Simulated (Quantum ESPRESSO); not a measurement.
A self-consistent single point of AuAl2 (Fm-3m, 3 atoms in the cell) with Quantum ESPRESSO.

Level of theory: LDA (PZ), GBRV 1.5 ultrasoft (LDA) pseudopotentials (plane waves; Quantum ESPRESSO 7.5).

```
CELL_PARAMETERS angstrom
      0.00000     2.93400     2.93400
      2.93400     0.00000     2.93400
      2.93400     2.93400     0.00000
ATOMIC_POSITIONS crystal
  Al 0.25000 0.25000 0.25000
  Al 0.75000 0.75000 0.75000
  Au 0.00000 0.00000 0.00000
```

Reference input (self-consistent single point, DFT, PBE, plane waves, GBRV 1.5 ultrasoft (PBE) pseudopotentials): ecutwfc = 40 Ry; ecutrho = 320 Ry; occupations = smearing; smearing = gauss; degauss = 0.0036749 Ry; potentials = {Al: al_pbe_v1.uspp.F.UPF, Au: au_pbe_v1.uspp.F.UPF}; K_POINTS = automatic 13 13 13 0 0 0; conv_thr = 1e-10 Ry; mixing_beta = 0.3. This run's input differs from it in these lines:

```diff
@@ -23,4 +23,4 @@
 ATOMIC_SPECIES
-Al    26.9815  al_pbe_v1.uspp.F.UPF
-Au   196.9666  au_pbe_v1.uspp.F.UPF
+Al    26.9815  al_lda_v1.uspp.F.UPF
+Au   196.9666  au_lda_v1.uspp.F.UPF
 CELL_PARAMETERS angstrom
```

The program printed (abridged):

```
     Self-consistent Calculation

     iteration #  1     ecut=    40.00 Ry     beta= 0.30

     total energy              =    -128.23516975 Ry
     estimated scf accuracy    <       0.39901381 Ry

     iteration #  2     ecut=    40.00 Ry     beta= 0.30

     total energy              =    -128.31170147 Ry
     estimated scf accuracy    <       0.01890995 Ry

     iteration #  3     ecut=    40.00 Ry     beta= 0.30

     total energy              =    -128.31052606 Ry
     estimated scf accuracy    <       0.00853264 Ry

   [... 8 blocks of this kind left out ...]

     iteration # 12     ecut=    40.00 Ry     beta= 0.30

     total energy              =    -128.31142045 Ry
     estimated scf accuracy    <          5.3E-09 Ry

     iteration # 13     ecut=    40.00 Ry     beta= 0.30
     End of self-consistent calculation

     the Fermi energy is    10.2945 ev

!    total energy              =    -128.31142045 Ry
     estimated scf accuracy    <          3.4E-11 Ry
     smearing contrib. (-TS)   =      -0.00006720 Ry
     internal energy E=F+TS    =    -128.31135325 Ry

     convergence has been achieved in  13 iterations

     Forces acting on atoms (cartesian axes, Ry/au):

     atom    1 type  1   force =     0.00000000    0.00000000    0.00000000
   [... zero for the other atoms too ...]

     Total force =     0.000000     Total SCF correction =     0.000000

          total   stress  (Ry/bohr**3)                   (kbar)     P=       58.67
   0.00039885  -0.00000000  -0.00000000           58.67       -0.00       -0.00
  -0.00000000   0.00039885  -0.00000000           -0.00       58.67       -0.00
  -0.00000000  -0.00000000   0.00039885           -0.00       -0.00       58.67

   JOB DONE.
```

The run converged in 13 iterations. Against the reference run the pressure goes from 12.63 to 5.87 GPa.

The starting cell has typed, rounded lattice constants, without a prior relaxation at this level. Its lattice was rescaled by a random factor within 2.5 % of one. With a pressure of about 6 GPa the cell is away from its equilibrium volume at this level.
